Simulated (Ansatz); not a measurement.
The reference is GaS in the beta-GaS type structure (space group P6_3/mmc, No. 194; layered, stacked along the Cartesian z axis).

```
CELL_PARAMETERS angstrom
      3.53420     0.00000     0.00000
     -1.76710     3.06071     0.00000
      0.00000     0.00000    15.03891
ATOMIC_POSITIONS crystal
  Ga 0.33333 0.66667 0.66956
  Ga 0.66667 0.33333 0.16956
  Ga 0.66667 0.33333 0.33044
  Ga 0.33333 0.66667 0.83044
  S  0.33333 0.66667 0.09695
  S  0.66667 0.33333 0.59695
  S  0.66667 0.33333 0.90305
  S  0.33333 0.66667 0.40305
```

Method: PBEsol-D3(BJ), PAW, 420 eV (Ansatz, a program for electronic structure; no spin-orbit coupling).

One change was made to it. Results:

```json
[
 {"quantity": "lattice parameter a", "base": "3.534 Å", "after": "2.834 Å"},
 {"quantity": "band gap", "base": "1.29 eV", "after": "zero"},
 {"quantity": "c/a ratio", "base": "4.255", "after": "4.782"}
]
```

Problem. Name the change that was made.
A. pressure 7 GPa
B. pressure 75 GPa
C. pressure 3 GPa
D. pressure −1 GPa
E. pressure 30 GPa

Solution. B, pressure 75 GPa. For comparison, the lattice parameter a in the other runs: pressure 3 GPa gives 3.485 Å; pressure −1 GPa gives 3.553 Å; pressure 7 GPa gives 3.430 Å; pressure 30 GPa gives 3.205 Å.

The mesh was chosen for an insulator and is coarse for the gapless case. Load acts through the strain it causes; cell and atoms are relaxed under it. Stability against distortions was not tested. Competing high-pressure phases were not computed. The final runs are not spin-polarised. The zero or small gap of GaS under pressure 30 GPa can change with the level of theory.
